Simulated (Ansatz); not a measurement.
The parent structure is MgS in the rock salt structure (space group Fm-3m, No. 225; a = 5.2031 Å). Axes: x, y, z lie along the cube axes.

Calculations: r2SCAN in Ansatz (plane waves to 500 eV, PAW, no spin-orbit coupling).

Base values:

The valence-band top at Γ comes out as 0.00, 0.00, 0.00 eV and the volume per atom is 17.61 Å³. The pressure is 0.00 GPa.

Perturbation: tensile biaxial strain of 3.66 % in the plane normal to [001], as in epitaxy on a mismatched substrate; the out-of-plane cell vector and the atoms relax.

What does the calculation give for the valence-band top at Γ, volume per atom and pressure after the change?

The valence-band top at Γ (three highest levels, from the VBM) goes from 0.00, 0.00, 0.00 eV to 0.00, 0.00, -0.27 eV; the volume per atom grows by 0.937 Å³ to 18.54 Å³; the pressure (mean of the normal stresses, compression positive) goes from zero to -3.26 GPa.

The levels and masses belong to the bands next to the band gap. No phonon test of stability was made.

Ansatz is a quantum-chemistry and plane-wave program.
